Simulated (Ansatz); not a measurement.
Structures of equal composition on the (111) surface of fcc Al: a layer of Pd in place of the second plane; a layer of Pd in place of the third plane. The slabs share one bottom face, and each structure is named by its start. These are constructed structures in small cells; real faces may alloy, dewet or reconstruct in larger ones, and not all known structures of the face are among them. Slabs of about 12 Å, Fermi-Dirac smearing of 0.1 eV. Bottom of the slabs: a bare face, its two planes held. Relaxed from the named starts with such symmetry as they have, on meshes of like density; energies extrapolated to zero smearing; spin only where a row says so; no spin-orbit coupling, no U. Brackets mark spin-polarised runs, whose order is one that fits the cell.

These are PBE (plane waves to 420 eV, PAW; Ansatz, a quantum-chemistry and plane-wave program) values and carry that method's errors.

### Question
Rank these by energy per 1x1 cell (lowest first), as PBE gives it.

### Answer
a layer of Pd in place of the third plane (0.000 eV), a layer of Pd in place of the second plane (0.173 eV)
